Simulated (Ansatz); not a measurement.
L1₂ (Cu3Au-type) Ni₃Fe was calculated with revPBE (Ansatz, a program for electronic structure, plane waves, PAW).

Numerical settings: plane-wave cutoff 520 eV, 16×16×16 k mesh, Fermi–Dirac smearing 0.05 eV, spin-polarised with parallel moments, scalar-relativistic PAW data made under PBE.

Computed at the level's own relaxed cell.

Problem. Give the computed bulk modulus, lattice constant a, magnetic moment (largest site, within a sphere) and equilibrium volume per atom.

Solution. 
- bulk modulus = 182 GPa
- lattice constant a = 3.569 Å
- magnetic moment (largest site, within a sphere) = 2.96 μB
- equilibrium volume per atom = 11.37 Å³/atom

The run finds no gap.

Measured, for comparison: lattice constant a 3.545 Å (temperature not stated, copied from a table, unchecked, no zero-point or thermal correction; as tabulated in Mineralogical Magazine 44, 225 (1981)). Computed (rounded) less measured: lattice constant a not scored (unchecked).

Moments are spin moments.

Computed values are for the static lattice.
